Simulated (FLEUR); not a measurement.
Worked example: self-consistent single point of ScAg4 (I4/m, 5 atoms in the cell) in FLEUR.

Method: LDA (Perdew-Zunger), all-electron FLAPW (FLEUR), scalar-relativistic valence.

The change in words: lattice scaled by 0.98. Reference geometry:
```
ScAg4
1.0
   -3.30061     3.30061     2.04162
    3.30061    -3.30061     2.04162
    3.30061     3.30061    -2.04162
Sc Ag
1 4
Direct
  0.00000   0.00000   0.00000
  0.19961   0.59963   0.79924
  0.80039   0.40037   0.20076
  0.59963   0.80039   0.40002
  0.40037   0.19961   0.59998
```

Reference input (self-consistent single point, DFT, LDA (Perdew-Zunger), all-electron FLAPW (FLEUR), scalar-relativistic valence): Kmax = 3.9 1/bohr; GmaxXC = 13.7 1/bohr; xcFunctional = pz; jspins = 1; l_soc = F; mode = hist; fermiSmearingEnergy = 0.00367493 Htr; mesh (inpgen div1-3) = 6 6 6; inpgen gamma flag = true; Gmax = 13.7 1/bohr; numbands = 0; maxIterBroyd = 15. This run's input differs from it in these lines:

```diff
@@ -3,5 +3,5 @@
 &input film=f /
--6.2372489442 6.2372489442 3.8581120992
-6.2372489442 -6.2372489442 3.8581120992
-6.2372489442 6.2372489442 -3.8581120992
+-6.1125043433 6.1125043433 3.7809489123
+6.1125043433 -6.1125043433 3.7809489123
+6.1125043433 6.1125043433 -3.7809489123
 1.0
@@ -47,5 +47,5 @@
          <bravaisMatrix>
-            <row-1>   -6.2372489442000001     6.2372489442000001     3.8581120992000000</row-1>
-            <row-2>    6.2372489442000001    -6.2372489442000001     3.8581120992000000</row-2>
-            <row-3>    6.2372489442000001     6.2372489442000001    -3.8581120992000000</row-3>
+            <row-1>   -6.1125043433000004     6.1125043433000004     3.7809489123000000</row-1>
+            <row-2>    6.1125043433000004    -6.1125043433000004     3.7809489123000000</row-2>
+            <row-3>    6.1125043433000004     6.1125043433000004    -3.7809489123000000</row-3>
          </bravaisMatrix>
```

Output, abridged:

```
 Iteration:     1   Distance:      17.28862538 me/bohr^3
 Iteration:     2   Distance:      13.61028666 me/bohr^3
 Iteration:     3   Distance:       5.39926223 me/bohr^3
 Iteration:     4   Distance:       4.43916611 me/bohr^3
 Iteration:     5   Distance:       4.47309453 me/bohr^3
   [... 10 lines left out ...]
 Iteration:    16   Distance:       0.00013203 me/bohr^3
 Iteration:    17   Distance:       0.00005344 me/bohr^3
 Iteration:    18   Distance:       0.00001752 me/bohr^3
 Iteration:    19   Distance:       0.00000680 me/bohr^3
 Reset of history
 Run finished successfully
 Stop message:
   Structural relaxation: new displacements generated

[file out, last iteration]
             iter=     20
[...]
          total density-effective poten   -3.6149421911E+04
          total charge density-energy d   -6.1560919231E+02
 Updated energy parameters for spin:           1
[...]
 fermi energy and band-weighting factors:
   [... 5 lines left out ...]

[...]
FERMIE:
          first approx. to ef    (T=0)  :   0.336726 htr   (energy of the highest occ. eigenvalue)
          number of occ. states  (T=0)  :       1420
          first approx. to seigv (T=0)  : -40.266957 htr
          sum of weights of occ. states :  39.500000
          sum of semicore charge        :   0.000000 e
FERHIS:  Fermi-Energy by histogram:
          bandgap                     :   0.000456 htr
   [... lines left out ...]
          charge neutrality (T=0)     :   0.000000    (zero if the highest occ. eigenvalue is "entirely" occupied)
     EF_NEWTON:  Adjust Fermi-Energy by Newton-Method.
 Direct bandgap for spin            1 :    1.9984430610578308E-002  Htr
 ---->    free energy=                    -22012.3289599540 htr
   [... lines left out ...]
      extrapolation for T->0
 ---->    total electron energy=          -22012.3278026198 htr
 ***** TOTAL FORCES ON ATOMS *****
 TOTAL FORCE FOR ATOM TYPE=  1  X=  0.000   Y=  0.000   Z=  0.000
                       FX_TOT= 0.000000 FY_TOT= 0.000000 FZ_TOT= 0.000000
 TOTAL FORCE FOR ATOM TYPE=  2  X= -4.895   Y=  2.440   Z=  0.000
                       FX_TOT= 0.000008 FY_TOT=-0.000325 FZ_TOT= 0.000000
```

The run converged in 19 iterations. FLEUR gives forces in its relaxation mode, with a further iteration, so its stop message speaks of a relaxation. Against the reference run the free energy drops by 30.0 meV/atom and the largest force goes from 0.009 to 0.017 eV/Å.

The starting cell comes from a database of computed structures (which also holds hypothetical and non-ambient phases and stackings), without a prior relaxation at this level. For this run, on top of that: lattice scaled by 0.98. Values depend on the basis (sphere radii, cutoffs, local orbitals), which need not be converged. The log's line on a gap gives a spacing of levels on this mesh, which the program prints for metals too.

Cost on one core of a shared machine: roughly 3 min.
